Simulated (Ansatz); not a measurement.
The reference is BaTiO₃ in the cubic perovskite structure (space group Pm-3m, No. 221; a = 4.0195 Å).

Method: DFT with PBE, PAW potentials and a 420 eV plane-wave cutoff in Ansatz (a quantum-chemistry and plane-wave program), without spin-orbit coupling, earlier PAW set.

```
level  band gap
-----  --------
PBE     1.79 eV
```

Measured: band gap 3.2 eV (temperature not stated; as listed in Yu-ichiro Matsushita, Kazuma Nakamura, Atsushi Oshiyama, Physical Review B (2011)).

Computed minus measured — band gap: PBE -1.41 eV. Measured values not marked as corrected hold thermal and zero-point effects that the static-lattice runs lack. A measured gap can be an optical one, lowered by exciton binding. Levels without spin-orbit coupling miss its effect on the gap.

Stability against distortions was not tested. All final runs are without spin polarisation. Many cubic perovskites are stable only at high temperature; tilts and polar distortions were not tested. This is not the structure that BaTiO3 has at room temperature and ambient pressure.
